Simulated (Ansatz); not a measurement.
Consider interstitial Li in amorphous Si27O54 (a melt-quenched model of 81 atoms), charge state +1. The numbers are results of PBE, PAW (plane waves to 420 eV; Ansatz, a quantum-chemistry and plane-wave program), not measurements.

Settings: 81 host sites, the glass model's own volume, the Γ point alone, smearing 0.01 eV, spin-restricted, no image-charge correction. Energies are static. This is one neighbourhood of one small, fast-quenched model, and the added charge may sit on a native defect of the glass. The charge state is imposed; whether it is stable for some Fermi level was not computed. Sites that were not tried may lie lower. The start lies 0.24 eV above the lowest site run (PBE).

Barriers: single points on a 2×2×2 k-point mesh shifted by half a step at the bands' geometries.

Relaxed starting cell (atoms counted from 1):

```xyz
82
Lattice="10.4028 0.0000 0.0000 0.0000 10.4028 0.0000 0.0000 0.0000 10.4028" Properties=species:S:1:pos:R:3 pbc="T T T"
Si     9.3396     3.6914     8.3123
Si     5.7271     2.7294     7.3962
Si     9.8293     1.1041     4.7038
Si     9.3910     7.0026     8.8130
Si     3.3988     2.9708     5.6008
Si     8.3689     9.1265     8.2294
Si     2.7847     4.4161     9.6718
Si     3.3717     4.9995     3.4448
Si     1.0129     1.8815     7.1138
Si    10.0444     4.1064     3.9195
Si     7.9225     6.0266     4.7333
Si    10.1392     8.5737     1.0115
Si     5.7061     5.3280    10.3381
Si     3.1952     9.8560     7.3188
Si     7.8774     1.2756     6.5133
Si     5.9727     5.6663     7.1851
Si     5.8489     6.4819     2.4964
Si     7.6576    10.3736     0.4967
Si     3.8182     0.2985     4.2196
Si     1.4269     6.6293     4.6822
Si     1.2644     3.4561     1.6824
Si     6.3349     9.2831     3.0441
Si     7.1615     2.8789    10.2019
Si     9.5701     8.5045     3.8862
Si     2.9887     6.7067     7.4311
Si     3.1744     1.2068     9.2255
Si     2.0035     0.3307     1.5539
O      6.2785     1.4180     6.6304
O      8.1107    10.0209     6.8665
O      0.0442     0.9077     6.2594
O      8.9011     7.3202     4.9468
O      0.4013     2.9384     8.1986
O      4.1140     4.9969    -0.0240
O      8.4905     2.6417     7.2869
O      3.3419    10.0174     5.7137
O      2.8054    10.4282     2.9588
O      4.2237     0.2506     8.3504
O      7.4323     1.5686     0.6981
O      4.7965     5.2800     2.7539
O      1.1800     9.3684     1.1454
O      9.9256     8.4849     8.0996
O      6.9364     6.3847     6.0470
O      1.2181     1.7958     1.5842
O      9.9960     7.3005    10.3251
O      9.6379     7.8702     2.3709
O      6.5613     9.6869     1.4715
O      2.4751     5.5544     8.5094
O      2.9518     8.3463     7.8531
O      4.1514     2.7460     7.0228
O      7.8176     7.5721     8.5292
O      6.0590     6.6037     0.8755
O      7.5558    10.0719     9.2877
O      3.1060     2.8130     9.2910
O      8.2411     1.3637     4.9465
O      1.9556     0.7165     7.9880
O      0.7221     8.0413     4.4216
O      4.5384     6.4168     7.0169
O      3.0387     0.5236     0.2667
O     10.0477    10.1508     3.8812
O      2.5417     3.8616     2.6226
O      1.4976     4.2404     0.2502
O     10.2738     4.1018     2.2836
O      8.6268     3.4269     9.7279
O      2.6365     6.4435     3.5889
O      6.4780     4.0687     0.6427
O      0.0078     2.5286     4.2034
O      5.3483    10.2993     3.8824
O      9.1699     9.8676     0.7648
O      3.8214     1.8910     4.4841
O      8.6257     4.5420     4.6390
O      0.6404     5.1892     4.5890
O      6.0888     2.5779     8.9778
O      3.6383     4.4271     4.9643
O      6.2107     4.1257     6.7237
O      9.5049     5.4023     8.2582
O      7.2002     6.0934     3.2923
O      7.7396     9.1052     3.8318
O      5.3936     7.9340     3.0485
O      6.2182     5.5821     8.8069
O      1.9789     6.6138     6.2092
O      1.8680     2.7540     6.0856
Li     7.4441     8.5175     5.6211
```
Cell charge +1.

End state 1 differs by these moves (Å; atoms that move under 0.08 Å are left out):

| atom | element | Δx | Δy | Δz |
|---|---|---|---|---|
| 1 | Si | 0.05 | 0.07 | 0.07 |
| 11 | Si | -0.01 | 0.08 | 0.04 |
| 15 | Si | 0.15 | 0.12 | 0.10 |
| 18 | Si | -0.07 | -0.04 | -0.06 |
| 22 | Si | -0.07 | -0.07 | -0.13 |
| 28 | O | 0.12 | 0.00 | 0.01 |
| 29 | O | 0.11 | 0.12 | 0.01 |
| 30 | O | -0.05 | 0.11 | 0.03 |
| 34 | O | 0.05 | 0.17 | 0.00 |
| 42 | O | 0.06 | -0.08 | 0.07 |
| 46 | O | -0.14 | -0.04 | -0.13 |
| 49 | O | 0.00 | -0.19 | -0.05 |
| 68 | O | -0.09 | -0.04 | 0.02 |
| 74 | O | -0.12 | -0.03 | 0.00 |
| 75 | O | 0.05 | 0.03 | 0.06 |
| 76 | O | -0.04 | 0.08 | 0.05 |
| 77 | O | -0.08 | 0.07 | -0.13 |
| 78 | O | -0.12 | -0.02 | -0.10 |
| 82 | Li | -0.52 | 1.79 | -0.59 |

### Question
Estimate the forward and backward barriers to end state 1 that PBE, PAW returns for this input.

### Answer
forward 0.16 eV, backward 0.14 eV; at the saddle point atom 82 has neighbours O at 1.84, O at 1.92 Å. The saddle point's order was not checked.
